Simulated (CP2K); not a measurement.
A self-consistent single point of In (I4/mmm, 1 atom in the cell) with CP2K.

Method of the run: PBE, GPW, DZVP-MOLOPT-SR-GTH basis, GTH-PBE potentials (GTH_POTENTIALS) in CP2K.

The change in words: lattice scaled by 0.98; ELECTRONIC_TEMPERATURE: 1160.45 K → 580.23 K; KPOINTS/SCHEME: MONKHORST-PACK 7 7 7 → MONKHORST-PACK 13 13 13. Reference geometry:
```
In
1.0
    3.38754     0.00000     0.00000
    0.25076     3.37825     0.00000
   -1.81915    -1.68912     2.30499
In
1
Direct
  0.00000   0.00000   0.00000
```

Reference input (self-consistent single point, DFT PBE, GPW, DZVP-MOLOPT-SR-GTH basis, GTH-PBE potentials (GTH_POTENTIALS)): CUTOFF = 500 Ry; REL_CUTOFF = 50 Ry; SMEAR/METHOD = FERMI_DIRAC; ELECTRONIC_TEMPERATURE = 1160.45 K; KPOINTS/SCHEME = MONKHORST-PACK 7 7 7; XC_FUNCTIONAL = PBE; In/BASIS_SET = DZVP-MOLOPT-SR-GTH; In/POTENTIAL = GTH-PBE-q13; METHOD = GPW; EPS_DEFAULT = 1e-11; NGRIDS = 5; SCF_GUESS = ATOMIC. This run's input differs from it in these lines:

```diff
@@ -36,3 +36,3 @@
         METHOD FERMI_DIRAC
-        ELECTRONIC_TEMPERATURE [K] 1160.45
+        ELECTRONIC_TEMPERATURE [K] 580.23
       &END SMEAR
@@ -40,3 +40,3 @@
     &KPOINTS
-      SCHEME MONKHORST-PACK 7 7 7
+      SCHEME MONKHORST-PACK 13 13 13
     &END KPOINTS
@@ -63,4 +63,4 @@
     &CELL
-      ABC 3.38753900 3.38753869 3.38753885
-      ALPHA_BETA_GAMMA 122.48045023 122.48044314 85.75489096
+      ABC 3.31978800 3.31978768 3.31978780
+      ALPHA_BETA_GAMMA 122.48042175 122.48042482 85.75492285
       PERIODIC XYZ
```

Log, with long lists cut:

```
 SCF WAVEFUNCTION OPTIMIZATION

  Step     Update method      Time    Convergence         Total energy    Change
     1 NoMix/Diag. 0.30E+00      -     0.98980286       -56.3957614397 -5.64E+01
     2 Broy./Diag. 0.30E+00      -     0.01036594       -56.4597523158 -6.40E-02
     3 Broy./Diag. 0.30E+00      -     0.02663179       -56.3597261720  1.00E-01
     4 Broy./Diag. 0.30E+00      -     0.00343024       -56.3053273037  5.44E-02
     5 Broy./Diag. 0.30E+00      -     0.00055072       -56.3130334872 -7.71E-03
     6 Broy./Diag. 0.30E+00      -     0.00004922       -56.3141360341 -1.10E-03
     7 Broy./Diag. 0.30E+00      -     0.00002071       -56.3140441124  9.19E-05
     8 Broy./Diag. 0.30E+00      -     0.00003747       -56.3139815083  6.26E-05
     9 Broy./Diag. 0.30E+00      -     0.00000038       -56.3139729454  8.56E-06
  *** SCF run converged in     9 steps ***

  Overlap energy of the core charge distribution:               0.00000000000005
  Self energy of the core charge distribution:                -89.95098077318002
  Core Hamiltonian energy:                                     28.13924357364932
  Hartree energy:                                              12.94479302198164
  Exchange-correlation energy:                                 -7.44690793503453
  Electronic entropic energy:                                  -0.00012083272354
  Fermi energy:                                                 0.27547838159511

  Total energy:                                               -56.31397294535019
  Total energy (extrapolated to T->0):                        -56.31391252898842

   [... lines left out ...]

 STRESS| Analytical stress tensor [bar]
 STRESS|                        x                   y                   z
 STRESS|      x        5.32427254591E+04   2.76028757603E+03   1.35088968272E+00
 STRESS|      y        2.76028757603E+03   5.28329677192E+04   1.25412525875E+00
 STRESS|      z        1.35088968272E+00   1.25412525875E+00   5.02731997123E+04
 STRESS| 1/3 Trace                                             5.21162976302E+04
```

The run converged in 9 iterations. Against the reference run the free energy rises by 30.1 meV/atom and the pressure goes from 1.63 to 5.21 GPa.

The starting cell has typed, rounded lattice constants, without a prior relaxation at this level. Its lattice was rescaled by up to half a per cent. For this run, on top of that: lattice scaled by 0.98. Values carry the incompleteness of an atom-centred basis. With a pressure of about 5 GPa the cell is away from its equilibrium volume at this level.

Cost on one core of a shared machine: roughly 3 min.
